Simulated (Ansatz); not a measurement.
We consider TiAl3 (I4/mmm, No. 139), described by BLYP (PAW; Ansatz, a quantum-chemistry and plane-wave program).

Numerical settings: plane-wave cutoff 520 eV, 20×20×20 k mesh, Fermi–Dirac smearing 0.05 eV, no spin polarisation, scalar-relativistic PAW data made under PBE.

Cell (relaxed at this level):

Al$_{3}$Ti is taken in the tetragonal space group I4/mmm (No. 139), Pearson symbol tI8. Conventional cell: a = 3.879 Å, b = 3.879 Å, c = 8.740 Å, α = 90.00°, β = 90.00°, γ = 90.00°. Ti on 2a sees 4 Al at 2.743 Å and 8 Al at 2.922 Å and 4 Ti at 3.879 Å. Al1 on 2b has 4 Ti at 2.743 Å and 8 Al at 2.922 Å (cuboctahedral). Al2 on 4d is surrounded by 4 Al at 2.743 Å and 4 Al at 2.922 Å and 4 Ti at 2.922 Å (cuboctahedral). (Neighbours: up to the widest gap in distance over summed covalent radii, below 1.35, at either atom.)
(The calculation used a cell of 4 atoms; values per cell refer to that cell.)

Question: What does this level give for the bulk modulus B0 and pressure derivative B′ of the bulk modulus?

Answer: 
bulk modulus B0: 92.2 GPa
pressure derivative B′ of the bulk modulus: 4.4

The run finds no gap.

Note: the bulk modulus comes from volumes at which shape and atoms were relaxed.

Cost on a shared machine: around 9 core-minutes (rough).
